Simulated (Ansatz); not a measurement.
AlN: response to strain

Take AlN in the wurtzite structure (space group P6_3mc, No. 186; a = 3.089 Å, c = 4.943 Å) as the base. Axes: x lies along a and z along c of the hexagonal cell.

Strains are applied to the cell and any free atomic positions relax.

Computed with LDA (Ansatz, an electronic-structure program, PAW, without spin-orbit coupling).

Notes on the quantities. energy relative to the base: free energy F.

| uniaxial strain ε_zz (%) | energy relative to the base (meV/atom) |
|---|---|
| 0 | 0.0 |
| 0.6 | 0.5 |
| 1.2 | ? |
| 1.8 | 3.8 |
| 2.4 | 6.8 |
| 3 | 10.6 |

Task: Fit ΔE = Aε² + Bε³ (ε in %) to the rows shown and predict the withheld row.

Result: Least squares on the printed values gives A = 1.18 and B = -0.0021 meV/atom (largest residual 0.1 meV/atom); this predicts 1.7 meV/atom, and the run gives 1.7 meV/atom, in agreement.

Stability against distortions was not tested.
